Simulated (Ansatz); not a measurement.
Results of LDA (Ansatz, a first-principles code, PAW) for L1₀ (CuAu-type) FePt.

Settings: plane-wave cutoff 520 eV, 20×20×16 k mesh (along the axes of the cell as run), Fermi–Dirac smearing 0.05 eV, spin-polarised with parallel moments, scalar-relativistic PAW data made under PBE.

A third-order Birch–Murnaghan fit to the energies gives V0 = 13.025 Å³/atom, B0 = 253 GPa, B′ = 4.4.

```json
[
 {"V (Å³/atom)": "12.504", "P (GPa)": "?"},
 {"V (Å³/atom)": "12.764", "P (GPa)": "5.35"},
 {"V (Å³/atom)": "13.025", "P (GPa)": "0.00"},
 {"V (Å³/atom)": "13.285", "P (GPa)": "?"},
 {"V (Å³/atom)": "13.546", "P (GPa)": "-9.07"}
]
```

### Question
Estimate the withheld pressures from this fit; the answers are the runs' own values.

### Answer

- 12.504, P (GPa): 11.27
- 13.285, P (GPa): -4.80

The formula P = (3/2) B0 (x^(7/3) − x^(5/3)) [1 + (3/4)(B′ − 4)(x^(2/3) − 1)] with x = V0/V meets the computed pressures within 0.04 GPa when these rounded values are put in.

Shape and atoms are relaxed at each volume.

Measured, for comparison: bulk modulus 208 GPa (room temperature, no zero-point or thermal correction; as tabulated in First-principles calculations on Fe-Pt nanoclusters of various morphologies). Computed (rounded) less measured: bulk modulus +22 %.

Note: the bulk modulus comes from volumes at which shape and atoms were relaxed.

Spin–orbit coupling is not included.

The computed numbers hold no vibrational or temperature effects.
